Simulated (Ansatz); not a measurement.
Defect migration in bcc Mo: Ta-vacancy pair (Ta on one host Mo site, one Mo site vacant), neutral cell. Method: PBE, PAW (plane waves to 420 eV; Ansatz, an electronic-structure program).

36-site cell at the relaxed PBE lattice, a 2×2×3 k-point mesh shifted by half a step, smearing 0.10 eV, spin-restricted, no finite-size correction. No zero-point or tunnelling terms. Spin-orbit coupling is left out. Forms of the defect that were not tried may lie lower.

Barriers: single points on a 3×3×5 k-point mesh shifted by half a step at the bands' geometries (they differ from the bands' own by up to 0.15 eV, and are uncertain by about as much).

The step: a nearby Mo atom hops onto the vacant site (Ta-vacancy distance between ideal sites 2.74 → 4.47 Å); the atom moves 2.69 Å along (-0.49, 0.50, -0.49) of the unit cell; the moving atom starts with neighbours Mo at 2.70, Mo at 2.71, Mo at 2.72, 2 Mo at 2.73, 2 Mo at 2.74, 2 Mo at 3.14, Mo at 3.15, Mo at 3.16, Mo at 3.17, Mo at 3.19 Å and ends with Mo at 2.69, 2 Mo at 2.73, 2 Mo at 2.74, Mo at 2.75, Mo at 3.11, Mo at 3.13, Mo at 3.16, Mo at 3.17, Mo at 3.20, Mo at 3.21; Ta at 2.76 Å.

### Question
What migration barrier of this step does PBE, PAW give?

### Answer
1.19 eV, the same both ways. At the saddle the moving atom has neighbours 3 Mo at 2.67, Mo at 2.72, Mo at 2.73, Mo at 2.75, Mo at 3.21, Mo at 3.23; Ta at 3.17 Å. The saddle point's order was not checked.
